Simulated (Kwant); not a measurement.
Device: quantum point contact (saddle potential) in a CdTe two-dimensional gas. Effective mass 0.096 mₑ, grid spacing 6.7 nm, hard walls, nominal width 170 nm (25 grid rows, so walls 174.2 nm apart), one parabolic valley, scattering region 600 nm long along x; energies count from the band bottom; Fermi energy 0.00119 eV. Potential (V0 + ½k y²) cos²(πx/L) for |x| < L/2, with V0 swept from 0.0012495 to 0 eV, k = 4.1e-07 eV/nm², L = 430 nm. Perpendicular field 0.16 T, also in the leads; orbital effect alone.

The device is made up for the run: typed textbook-type constants, with dimensions and the other settings drawn at random.

Kwant, effective-mass tight-binding model on a square grid, one spin, coherent transport at 0 K. Conductance is in e²/h.

Density of the scattering states that come in from the left lead, at gate = 0.00030785 eV, in bins, relative to the largest site value (x marks bins outside the device):

```
|                                            |
| ..    ...   .:::...                        |
| ...   ::.  .:-=--:..                       |
|.::.  .:-.  .-+*+=-:...                     |
|.::.  .:-:  :=*##*+=:...                    |
|.::.  .:-:  :+#%%#+=-::..                   |
|.:::. .:-:. :=*%%#*+-::...                  |
|...:...:::. :=*##*+=-::.....                |
|:..:::..::..:-=+++==-::......               |
|:  :--...::::::----::::........             |
|:  :=-: .:--:.....::.............           |
|:  :=-: .:--:::::::::::::..........         |
|:..:--:.:::::--===---::::::.........        |
|:::--:::::::-=+***+==--:::::................|
|-:---::---:.-+#%%%*+=--:::::................|
|----:::-=-:.-*%@@%#*=--:::::................|
|-==-:::=+-:.-*%@@%#+=--:::.............:::::|
|-==-:.-=+-:.-+#%%#+=-:::.............:::::::|
|-==-:.:==-:.:=***+=-::....................::|
|:--:..:--:..:-===-::...          ...........|
|.::....::.. .:::::..                 .......|
|                                            |
```
Scale: ten equal steps from 0.001 (start of ' ') to 0.990 (end of '@'), in the order ' .:-=+*#%@'; x runs from -288 to 288, y from -76.7 (bottom) to 76.7 (top).

The conductance there is 1.17 e²/h with 2 open channel(s) in the leads.
